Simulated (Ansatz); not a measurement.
Start from Ti₃Al (space group P6_3/mmc, No. 194; a = 5.687 Å, c = 4.608 Å).

The values are results of PBEsol/PAW in Ansatz (a first-principles code), scalar-relativistic without spin-orbit coupling, earlier PAW set, not measurements.

Base values:

```
Quantity                 Result
-------------------  ----------
Density              4.39 g/cm³
Largest site moment     0.00 μB
```

One thing is altered: full substitution Al → Eu, then cell and atoms are relaxed.

How does this affect the density?

The density grows by 1.81 g/cm³, from 4.39 g/cm³ to 6.20 g/cm³.

Predict the new largest site moment.

The largest site moment goes from zero to 6.57 μB.

The magnetic state is the one reached from the starting moments; the real material's order can differ, and small cells can't hold many antiferromagnetic ones. The state of the 4f shell was not checked for lower solutions. Whether these cells are dynamically stable was not tested. As relaxed here, EuTi3 is a hypothetical phase, not in the database extracts checked. Spin-polarised in the final run: EuTi3; the other runs are not.
